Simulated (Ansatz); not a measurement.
The reference is CdS in the wurtzite structure (space group P6_3mc, No. 186; a = 4.0741 Å, c = 6.6367 Å).

Calculations: LDA (Ansatz, an electronic-structure program; PAW; 420 eV plane waves; without spin-orbit coupling).

```csv
level,lattice parameter a,lattice parameter c
LDA,4.074 Å,6.637 Å
```

### Question
From these computed values, estimate the measured ones, and say how each level misses.

### Answer
Measured: lattice parameter a 4.136 Å (temperature not stated; as listed in Ankan Biswas, S.R. Meher, Deepak K. Kaushik, Journal of Physics Conference Series (2022)); lattice parameter c 6.714 Å (temperature not stated; as listed in Ankan Biswas, S.R. Meher, Deepak K. Kaushik, Journal of Physics Conference Series (2022)). Computed minus measured — lattice parameter a: LDA -1.5 %; lattice parameter c: LDA -1.2 %. Measured values not marked as corrected hold thermal and zero-point effects that the static-lattice runs lack.

Whether these cells are dynamically stable was not tested.
